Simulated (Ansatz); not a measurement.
Given:

```yaml
crystal:
  lattice:
    - [0.10405, 3.16977, 3.14254]
    - [3.16977, 0.10405, 3.14254]
    - [3.27381, 3.27381, 0.00000]
  atoms:
    - { symbol: Sn, position: [0.00000, 0.00000, 0.00000] }
    - { symbol: Te, position: [0.50000, 0.50000, 0.50000] }
```

All values below come from PBEsol with spin-orbit coupling, rigid bands (plane waves, PAW; Ansatz, a first-principles code). Condition of this run: uniaxial stress along [110] of -2 GPa (compression positive) (the target of the relaxation). Geometry: cell and atoms relaxed with PBEsol, then loaded as said.

Task: Is this a good metal at this level?

Result: No. No gap is resolved, and few carriers conduct, as in a semimetal or a zero-gap semiconductor. N(E_F) = 0.127 states/eV a cell at 300 K and the Drude plasma energy along the best axis is 1.25 eV, several times under that of a simple or noble metal.
